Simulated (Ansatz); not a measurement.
The starting structures come from a database of crystals and need not be the phases stable at ambient conditions.

 Where the default PAW files enter, the runs use the earlier of Ansatz's two default sets.

By PBEsol, the system below comes out a metal.

The ballistic (Sharvin) conductance counts the channels at the Fermi level: G/A = (e²/h) × channels of both spins per area.

Here is the system:

```
Ni3Sn4
1.0
    3.97348     0.00000     0.00000
    0.00000     5.09201     0.00000
    1.98674    -1.55159     5.77828
Ni Sn
3 4
Direct
  0.00000   0.00000   0.00000
  0.21584   0.66356   0.56832
  0.78416   0.33644   0.43168
  0.42735   0.31357   0.14530
  0.57265   0.68643   0.85470
  0.17212   0.18744   0.65576
  0.82788   0.81256   0.34424
```

Space group of this cell: C2/m. The cell is strained (all lengths scaled by 0.98); by PBEsol its mean pressure is 6.0 GPa.

The current flows along the normal of the first two printed cell vectors. No spin-orbit coupling; the value is a mean over 0.1 eV about the Fermi level.

**Question.** Compute, with PBEsol in Ansatz (a program for electronic structure), the ballistic conductance per area.

**Answer.** 0.43 × 10¹⁵ S/m² for both spins.
